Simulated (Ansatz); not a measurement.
Data:

End structure of the (331) surface of fcc Ni, ferromagnetic in its 1x1 cell, outermost plane spacing 0.81 Å in the ideal cut:

```yaml
crystal:
  lattice:
    - [2.48857, 0.00000, 0.00000]
    - [1.24429, 5.42372, 0.00000]
    - [0.00000, 0.00000, 26.50000]
  atoms:
    - { symbol: Ni, position: [0.68606, 0.62787, 0.30611] }
    - { symbol: Ni, position: [0.36826, 0.26351, 0.33276] }
    - { symbol: Ni, position: [0.04977, 0.90046, 0.36168] }
    - { symbol: Ni, position: [0.73673, 0.52653, 0.39359] }
    - { symbol: Ni, position: [0.42207, 0.15580, 0.42388] }
    - { symbol: Ni, position: [0.10536, 0.78923, 0.45432] }
    - { symbol: Ni, position: [0.78958, 0.42081, 0.48464] }
    - { symbol: Ni, position: [0.47358, 0.05288, 0.51536] }
    - { symbol: Ni, position: [0.15780, 0.68446, 0.54568] }
    - { symbol: Ni, position: [0.84109, 0.31788, 0.57612] }
    - { symbol: Ni, position: [0.52643, 0.94716, 0.60641] }
    - { symbol: Ni, position: [0.21339, 0.57322, 0.63832] }
    - { symbol: Ni, position: [0.89490, 0.21017, 0.66724] }
    - { symbol: Ni, position: [0.57710, 0.84582, 0.69389] }
```

Slab: 14 atoms, 10.5 Å thick at the start (thin: gaps and levels are the slab's own); k 15x7x1, smearing 0.1 eV, dipole-corrected; all atoms relaxed; held to the part of the start's symmetry that mesh and held atoms allow; spin-polarised, no spin-orbit, no U.

Predict the work function of the top face from PBE (Ansatz, a first-principles code).

4.66 eV

What surface energy (mean of both faces) does PBE give?

2.25 J/m^2
